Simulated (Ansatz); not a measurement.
The parent structure is Sr₃AsN in the anti-perovskite structure (space group Pm-3m, No. 221; a = 5.0413 Å; a cell from a computed database, its experimental status unchecked).

Levels (all Ansatz, a quantum-chemistry and plane-wave program, PAW): PBEsol (420 eV, without spin-orbit coupling); HSE06 (420 eV, scalar-relativistic without spin-orbit coupling).

The geometry is relaxed with PBEsol.

- PBEsol lowest conduction level above the VBM at special points = Γ 0.38 eV; X 1.71 eV; R 2.11 eV

With HSE06 at the same geometry, the lowest conduction level above the VBM at special points becomes Γ 1.20 eV; X 2.57 eV; R 3.06 eV (PBEsol: Γ 0.38 eV; X 1.71 eV; R 2.11 eV).

Single points use the geometry relaxed with PBEsol. The levels and masses belong to the bands next to the band gap. Stability against distortions was not tested.
